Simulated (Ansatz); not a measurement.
Consider GaPt3 (space group I4/mcm, No. 140; a = 5.470 Å, c = 7.887 Å; a cell from a computed database, its experimental status unchecked).

Computed with Ansatz (an electronic-structure program) PBEsol, no spin-orbit coupling.

Base values:

The lattice parameter a comes out as 5.470 Å, the band gap is zero and the c/a ratio is 1.442.

Perturbation: cell and atoms relaxed at a pressure of 0.3 GPa.

Question: What does the calculation give for the lattice parameter a after the change?

Answer: The lattice parameter a falls by 0.002 Å, from 5.470 Å to 5.468 Å.

Question: What does the calculation give for the band gap after the change?

Answer: The band gap remains zero.

Question: What does the calculation give for the c/a ratio after the change?

Answer: The c/a ratio is still 1.442.

Load acts through the strain it causes; cell and atoms are relaxed under it. Stability against distortions was not tested. The base started in Fmmm and relaxed to I4/mcm at this level. The final runs are not spin-polarised.
